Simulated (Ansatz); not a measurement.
We consider CsCl-type NdAg, described by r²SCAN+rVV10 (plane waves, PAW; Ansatz, a program for electronic structure).

Settings: plane-wave cutoff 560 eV, 16×16×16 k mesh, Fermi–Dirac smearing 0.05 eV, spin-polarised with parallel moments, scalar-relativistic PAW data made under PBE.

Computed at the level's own relaxed cell.

### Question
Estimate the equilibrium lattice constant a that the calculation returns.

### Answer

- equilibrium lattice constant a: 3.754 Å

Note: the magnetic order was assumed, not searched for or taken from measurement; the 4f shell is treated without U or exact exchange, so its levels and filling can be wrong.

Spin–orbit coupling is not included.

The computed numbers hold no vibrational or temperature effects.

It cost around 3 core-minutes (rough) of CPU time.
